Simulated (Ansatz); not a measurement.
Functionals compared on OH on the 1x1 (0001) surface of corundum (cut with top plane Al), one in a 1x1 cell, started at the site 'top Al', in Ansatz (plane waves, PAW). The structure was relaxed with PBE; the other rows are single points on it, each with its references at the same level. Cutoff 420 eV (500 eV for r2SCAN). The points keep PBE's geometry, so the relaxation of a polaron and the settling of charge on one site are left out.

Host crystal: corundum, with a band gap (PBE, scalar-relativistic without spin-orbit coupling).

Set-up: 22 atoms, 6.7 Å thick at the start under the adsorbate (thin: gaps and levels are the slab's own); mesh 6x6x1; 0.01 eV smearing; dipole correction on; 9 atoms held, the rest relaxed; no symmetry held; spin-polarised, ending with about 1.0 μB a cell, a value that depends on the mesh; orders that need a larger cell were not tried, no spin-orbit, no U, no dispersion correction. The slab shows no gap over 0.04 eV on its mesh. At the end it is bonded to Al. In PBE it is, or lies within 0.03 eV of, the lowest of the starts that converged. These notes are the PBE run's. r2SCAN: The program's check for a lower electronic state was not made. Adsorption energies are against H2O(g) − ½ H2(g). A negative adsorption energy means that the adsorbate is more stable on the surface than in its reference.

```csv
functional,adsorption energy (eV),work function of the top face (eV),rough cost of the single point
PBE,0.90,7.26,–
RPBE,0.87,7.18,roughly 4 core-minutes
r2SCAN,0.99,7.47,roughly 9 core-minutes
```

Ansatz is a quantum-chemistry and plane-wave program.
